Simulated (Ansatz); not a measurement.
# Response to strain in W

The parent structure is W in the bcc (W type) structure (space group Im-3m, No. 229; relaxed with 0.1 eV smearing).

```yaml
crystal:
  lattice:
    - [-1.58442, 1.58442, 1.58442]
    - [1.58442, -1.58442, 1.58442]
    - [1.58442, 1.58442, -1.58442]
  atoms:
    - { symbol: W, position: [0.00000, 0.00000, 0.00000] }
```

Cartesian axes are those of the cell as printed.

Strains are applied to the cell and any free atomic positions relax; under biaxial strain the out-of-plane vector relaxes too.

The values are results of r2SCAN (Ansatz, a quantum-chemistry and plane-wave program), scalar-relativistic without spin-orbit coupling, not measurements.

| biaxial strain, plane normal [001], relaxed out of plane (%) | out-of-plane strain (%) |
|---|---|
| 0 | 0.00 |
| 0.5 | -0.37 |
| 1 | -0.72 |
| 1.5 | ? |
| 2 | -1.41 |
| 2.5 | -1.74 |
| 3 | -2.06 |

Q: Fit ε⊥ = −νε + γε² (strains in %) to the rows shown and predict the withheld row.

A: Least squares on the printed values gives ν = 0.74 (the biaxial Poisson response) and γ = 0.018 (largest residual 0.00 %); this predicts -1.07 %, and the run gives -1.07 %, in agreement.

Whether these cells are dynamically stable was not tested. The final runs are not spin-polarised.
